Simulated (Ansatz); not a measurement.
HfSiO4 (I4₁/amd, No. 141, 12 atoms in the cell; start COD 9000852), treated with PBEsol in Ansatz (PAW).

Run with plane-wave cutoff 520 eV, 8×8×8 k mesh, Fermi–Dirac smearing 0.01 eV, scalar-relativistic PAW data made under PBE.

Cell (measured lattice):

HfO₄Si is taken in the tetragonal space group I4₁/amd, origin choice 1 (No. 141), Pearson symbol tI24. Cell: a = b = 6.572 Å, c = 5.963 Å, α = β = γ = 90.00°. Hf on 4a is coordinated by 4 O at 2.115 Å and 4 O at 2.260 Å. Si on 4b is coordinated by 4 O at 1.620 Å (tetrahedral). O on 16h is coordinated by 1 Si at 1.620 Å and 1 Hf at 2.115 Å and 1 Hf at 2.260 Å. (Neighbours: up to the widest gap in distance over summed covalent radii, below 1.35, at either atom; cation-cation and far metal-metal contacts left out.)
(The calculation used a cell of 12 atoms; values per cell refer to that cell.)

**Question.** Predict the band gap, smallest direct gap on the k points sampled and Γ–Γ gap.

**Answer.** 
band gap: 5.35 eV
smallest direct gap on the k points sampled: 5.73 eV
Γ–Γ gap: 5.76 eV

Note: the file's cell can be that of a phase stable at another temperature; cell and atoms aren't relaxed at this level (largest force component 0.32 eV/Å, pressure 1.3 GPa).

Spin–orbit coupling is not included.

Static lattice: no zero-point or thermal effects.

It cost very roughly 2.5 core-minutes of CPU time.

Ansatz is a quantum-chemistry and plane-wave program.
